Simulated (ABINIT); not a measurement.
## Pressure against volume in bcc Mo (space group 229) (ABINIT, PBE)

```xyz
1
Lattice="-1.5470 1.5470 1.5470 1.5470 -1.5470 1.5470 1.5470 1.5470 -1.5470" Properties=species:S:1:pos:R:3 pbc="T T T"
Mo     0.0000     0.0000     0.0000
```

Computed with PBE, norm-conserving pseudopotentials (PseudoDojo nc-sr-05 PBE standard) (plane waves; ABINIT). Settings: pseudos = [Mo.upf]; ecut = 104 Ry; occopt = 3; tsmear = 0.00183747 Ha; ngkpt = 26 26 26; nshiftk = 1; shiftk = 0 0 0; potentials = PseudoDojo nc-sr-05 PBE standard; nband = 12; kptopt = 1; nstep = 80; tolvrs = 1e-10. The cell above is the first row's. The rows scale it uniformly. In all rows the k mesh is held.

| V (Å^3/atom) | P (GPa) |
|---|---|
| 14.809 | ? |
| 15.131 | 12.39 |
| 15.453 | 6.13 |
| 15.775 | 0.50 |
| 16.097 | -4.58 |
| 16.419 | -9.14 |
| 16.741 | -13.23 |
| 17.063 | -16.90 |
| 17.385 | -20.19 |

Using a cubic, estimate the missing P at V = 14.809 from the other rows, showing the fit.

With u = V - 16.3, the rows have u = -1.1690, -0.8470, -0.5250, -0.2030, 0.1190, 0.4410, 0.7630, 1.0850. Least squares gives P = -7.512 - 13.9555·u + 2.3481·u² - 0.2360·u³. Residuals (row less fit): 0.002, -0.006, 0.004, 0.000, 0.000, 0.000, -0.002, 0.001; standard error 0.004 (degrees of freedom: 4). The fitted pressure is zero at V0 = 15.80, where dP/dV = -16.45, so B0 = -V0·dP/dV = 260 GPa. At the withheld row, u = -1.4910, so P = -7.512 - 13.9555 × (-1.4910) + 2.3481 × (-1.4910)² - 0.2360 × (-1.4910)³ = 19.298 GPa. The calculation gives 19.33 GPa, 0.032 GPa above the prediction (0.1 % of the range of P in the table). The row lies outside the fitted rows, so this is an extrapolation. From the scatter of the fitted rows alone, a prediction at this place has a standard error of 0.011 GPa, so the miss is 3.0 times that.

Carrying the step between the two nearest rows on in a straight line would have given 18.65, off by 0.68; series whose last step already gives the withheld value aren't shown. The scan was laid around a cell of about the measured size, scaled by a guess for this functional. Spin polarisation is off. Cutoffs and mesh are single choices, not tested for convergence of this quantity. Series with a scatter that would blur these digits, or in which a gap closes, are not shown.
